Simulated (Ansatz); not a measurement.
Electronic density of states of amorphous La36O54, density 6.21 g/cm³, on a 2×2×2 Γ-centred mesh with a Gaussian width of 0.1 eV; energies count from the Fermi level, whose place inside the gap is arbitrary. Cell and mesh are small, so fine structure isn't converged. Computed with PBE, scalar-relativistic without spin-orbit coupling (plane waves to 420 eV, PAW; Ansatz, a program for electronic structure). Sampling: a 2×2×2 Γ-centred mesh; Fermi-Dirac width 0.02 eV; no spin polarisation. At PBE the levels at the filled edge of the gap are localised (band-tail or defect states).

A CHGNet melt-quench gave the starting glass, which DFT then relaxed. O atoms were pushed apart under 1.9 Å during the dynamics, to hinder bonds among them. The hot cell started wider than the set density and was brought back towards it in steps. It is the lowest in DFT energy of 4 quenches. It is a model cell: composition and starting density were chosen by hand, and all elements were melted together. No dispersion term was used. Its density started from a set value of 5.84 and ended at 6.21 g/cm³. Cooling (nominally 70 K/ps over its main leg) ran many orders faster than in experiment, which tends to leave more defects and strain. Values belong to this one cell and scatter from quench to quench. The volume was free in the relaxation, at fixed shape. Stress components on the final sampling reach 1.6 GPa.

(E - EF (eV), states/(eV atom)): (-12.00, 0.00); (-11.90, 0.00); (-11.80, 0.00); (-11.70, 0.00); (-11.60, 0.00); (-11.50, 0.00); (-11.40, 0.00); (-11.30, 0.00); (-11.20, 0.00); (-11.10, 0.00); (-11.00, 0.00); (-10.90, 0.00); (-10.80, 0.00); (-10.70, 0.00); (-10.60, 0.00); (-10.50, 0.00); (-10.40, 0.00); (-10.30, 0.00); (-10.20, 0.00); (-10.10, 0.00); (-10.00, 0.00); (-9.90, 0.00); (-9.80, 0.00); (-9.70, 0.00); (-9.60, 0.00); (-9.50, 0.00); (-9.40, 0.00); (-9.30, 0.00); (-9.20, 0.00); (-9.10, 0.00); (-9.00, 0.00); (-8.90, 0.00); (-8.80, 0.00); (-8.70, 0.00); (-8.60, 0.00); (-8.50, 0.00); (-8.40, 0.00); (-8.30, 0.00); (-8.20, 0.00); (-8.10, 0.00); (-8.00, 0.00); (-7.90, 0.00); (-7.80, 0.00); (-7.70, 0.00); (-7.60, 0.00); (-7.50, 0.00); (-7.40, 0.00); (-7.30, 0.00); (-7.20, 0.00); (-7.10, 0.00); (-7.00, 0.00); (-6.90, 0.00); (-6.80, 0.00); (-6.70, 0.00); (-6.60, 0.00); (-6.50, 0.00); (-6.40, 0.00); (-6.30, 0.00); (-6.20, 0.00); (-6.10, 0.00); (-6.00, 0.00); (-5.90, 0.00); (-5.80, 0.00); (-5.70, 0.00); (-5.60, 0.00); (-5.50, 0.00); (-5.40, 0.00); (-5.30, 0.00); (-5.20, 0.00); (-5.10, 0.00); (-5.00, 0.00); (-4.90, 0.00); (-4.80, 0.00); (-4.70, 0.00); (-4.60, 0.02); (-4.50, 0.17); (-4.40, 0.57); (-4.30, 0.86); (-4.20, 0.93); (-4.10, 1.06); (-4.00, 1.19); (-3.90, 1.28); (-3.80, 1.36); (-3.70, 1.46); (-3.60, 1.51); (-3.50, 1.46); (-3.40, 1.45); (-3.30, 1.44); (-3.20, 1.43); (-3.10, 1.41); (-3.00, 1.38); (-2.90, 1.37); (-2.80, 1.39); (-2.70, 1.46); (-2.60, 1.54); (-2.50, 1.55); (-2.40, 1.57); (-2.30, 1.60); (-2.20, 1.57); (-2.10, 1.47); (-2.00, 1.32); (-1.90, 1.06); (-1.80, 0.72); (-1.70, 0.33); (-1.60, 0.07); (-1.50, 0.00); (-1.40, 0.00); (-1.30, 0.00); (-1.20, 0.00); (-1.10, 0.00); (-1.00, 0.00); (-0.90, 0.00); (-0.80, 0.00); (-0.70, 0.00); (-0.60, 0.00); (-0.50, 0.00); (-0.40, 0.00); (-0.30, 0.00); (-0.20, 0.00); (-0.10, 0.00); (0.00, 0.00); (0.10, 0.00); (0.20, 0.00); (0.30, 0.00); (0.40, 0.00); (0.50, 0.00); (0.60, 0.00); (0.70, 0.00); (0.80, 0.00); (0.90, 0.00); (1.00, 0.00); (1.10, 0.00); (1.20, 0.00); (1.30, 0.00); (1.40, 0.00); (1.50, 0.00); (1.60, 0.03); (1.70, 0.12); (1.80, 0.18); (1.90, 0.23); (2.00, 0.35); (2.10, 0.42); (2.20, 0.49); (2.30, 0.59); (2.40, 0.76); (2.50, 0.96); (2.60, 1.22)

The level gap on this mesh is 3.36 eV; the broadening fills part of it in the curve.
